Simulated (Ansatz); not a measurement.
Fe₃Ge (Fm-3m, No. 225, 4 atoms in the cell; start mp-20711) was calculated with r²SCAN in Ansatz (plane waves, PAW).

Numerical settings: plane-wave cutoff 560 eV, 16×16×16 k mesh, Fermi–Dirac smearing 0.05 eV, spin-polarised start, scalar-relativistic PAW data made under PBE.

Cell (relaxed at this level):

```
CELL_PARAMETERS angstrom
      0.00000     2.87683     2.87683
      2.87683     0.00000     2.87683
      2.87683     2.87683     0.00000
ATOMIC_POSITIONS crystal
  Fe 0.50000 0.50000 0.50000
  Fe 0.25000 0.25000 0.25000
  Fe 0.75000 0.75000 0.75000
  Ge 0.00000 0.00000 0.00000
```

Task: Give the computed bulk modulus.

Result: 
- bulk modulus = 155 GPa

The run finds no gap.

Note: the magnetic order was assumed, not searched for or taken from measurement; the bulk modulus is −V dP/dV from two relaxed cells at ±2 % in volume; the relaxation could not lower the start's symmetry, so the cell can be a saddle point above a distorted one.

The computed numbers hold no vibrational or temperature effects.

The result took around 8 core-minutes (rough).

A start named mp-… is a Materials Project structure, which need not be a measured phase.

Ansatz is a first-principles code.
